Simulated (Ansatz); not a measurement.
# KCl: response to strain

Consider KCl in the rock salt structure (space group Fm-3m, No. 225; a = 6.2427 Å). Axes: x, y, z lie along the cube axes.

Strains are applied to the cell and any free atomic positions relax; under biaxial strain the out-of-plane vector relaxes too.

Level of theory: PBEsol/PAW in Ansatz (a program for electronic structure), spin-orbit coupling left out.

Candidates:
(a) biaxial strain +2.50 %, plane normal [001], relaxed out of plane
(b) biaxial strain −2.50 %, plane normal [001], relaxed out of plane
(c) biaxial strain −1.50 %, plane normal [001], relaxed out of plane
(d) biaxial strain −3.00 %, plane normal [001], relaxed out of plane
(e) biaxial strain +1.50 %, plane normal [001], relaxed out of plane

Before the change:

The band gap comes out as 5.10 eV.

### Question
Order them by band gap, highest first.

### Answer
(d) biaxial strain −3.00 %, plane normal [001], relaxed out of plane (5.26 eV), (b) biaxial strain −2.50 %, plane normal [001], relaxed out of plane (5.23 eV), (c) biaxial strain −1.50 %, plane normal [001], relaxed out of plane (5.18 eV), (e) biaxial strain +1.50 %, plane normal [001], relaxed out of plane (5.01 eV), (a) biaxial strain +2.50 %, plane normal [001], relaxed out of plane (4.95 eV)

Whether these cells are dynamically stable was not tested.
